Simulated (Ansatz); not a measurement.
**AlN, response to strain**

Consider AlN in the zinc blende structure (space group F-43m, No. 216; a = 4.370 Å). Axes: x, y, z lie along the cube axes.

Strains are applied to the cell and any free atomic positions relax; under biaxial strain the out-of-plane vector relaxes too.

Level of theory: r2SCAN, PAW, 500 eV (Ansatz, an electronic-structure program; without spin-orbit coupling).

Notes on the quantities. pressure: mean of the normal stresses, compression positive.

```json
[
 {"change": "base", "pressure": "0.01 GPa", "out-of-plane strain": "–", "band gap": "3.94 eV"},
 {"change": "biaxial strain +0.42 %, plane normal [111], relaxed out of plane", "pressure": "…", "out-of-plane strain": "…", "band gap": "…"},
 {"change": "biaxial strain +0.83 %, plane normal [111], relaxed out of plane", "pressure": "-2.81 GPa", "out-of-plane strain": "-0.28 %", "band gap": "3.87 eV"},
 {"change": "biaxial strain +1.25 %, plane normal [111], relaxed out of plane", "pressure": "-4.17 GPa", "out-of-plane strain": "-0.41 %", "band gap": "3.83 eV"},
 {"change": "biaxial strain +1.67 %, plane normal [111], relaxed out of plane", "pressure": "-5.48 GPa", "out-of-plane strain": "-0.55 %", "band gap": "3.79 eV"},
 {"change": "biaxial strain +2.08 %, plane normal [111], relaxed out of plane", "pressure": "-6.72 GPa", "out-of-plane strain": "-0.68 %", "band gap": "3.76 eV"},
 {"change": "biaxial strain +2.50 %, plane normal [111], relaxed out of plane", "pressure": "-7.94 GPa", "out-of-plane strain": "-0.82 %", "band gap": "3.72 eV"}
]
```

**Question.** What belongs in the blanks?

**Answer.** 
- biaxial strain +0.42 %, plane normal [111], relaxed out of plane, pressure: -1.45 GPa
- biaxial strain +0.42 %, plane normal [111], relaxed out of plane, out-of-plane strain: -0.14 %
- biaxial strain +0.42 %, plane normal [111], relaxed out of plane, band gap: 3.90 eV

Stability against distortions was not tested. This is not the structure that AlN has at room temperature and ambient pressure.
